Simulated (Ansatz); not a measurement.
Base system: Rh in the fcc (Cu type) structure (space group Fm-3m, No. 225; relaxed with 0.1 eV smearing).

```
Rh
1.0
    0.00000     1.90077     1.90077
    1.90077     0.00000     1.90077
    1.90077     1.90077     0.00000
Rh
1
Cartesian
  0.00000   0.00000   0.00000
```

Cartesian axes are those of the cell as printed.

The values are results of DFT with r2SCAN, PAW potentials and a 500 eV plane-wave cutoff in Ansatz (a quantum-chemistry and plane-wave program), scalar-relativistic without spin-orbit coupling, not measurements.

The change: compressive biaxial strain of 0.83 % in the plane normal to [111], as in epitaxy on a mismatched substrate; the out-of-plane cell vector and the atoms relax.

Problem. Predict the new energy relative to the base.

Solution. The energy grows by 3.7 meV/atom.

Problem. Estimate the effect on the ratio −ε⊥/ε∥.

Solution. The ratio −ε⊥/ε∥ is 0.56.

Whether these cells are dynamically stable was not tested. All final runs are without spin polarisation.
